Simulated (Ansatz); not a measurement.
The reference is TaN in the rock salt structure (space group Fm-3m, No. 225).

```yaml
crystal:
  lattice:
    - [0.00000, 2.18780, 2.18780]
    - [2.18780, 0.00000, 2.18780]
    - [2.18780, 2.18780, 0.00000]
  atoms:
    - { symbol: N, position: [0.00000, 0.00000, 0.00000] }
    - { symbol: Ta, position: [0.50000, 0.50000, 0.50000] }
```

All numbers come from Kohn–Sham DFT with the PBEsol functional, run in Ansatz (a first-principles code) with PAW and 420 eV plane waves, no spin-orbit coupling.

Before the change:

The volume per atom comes out as 10.47 Å³.

Now apply this change: Hf takes the place of Ta on all its sites, then cell and atoms are relaxed.

Tabulated Pauling electronegativity and covalent radius: Ta 1.50, 1.70 Å; Hf 1.30, 1.75 Å.

**Question.** Predict the new volume per atom.

**Answer.** The volume per atom rises by 0.93 Å³, from 10.47 Å³ to 11.40 Å³.

Whether these cells are dynamically stable was not tested. The final runs are not spin-polarised. An odd electron count without spin: HfN. This is not the structure that TaN has at room temperature and ambient pressure.
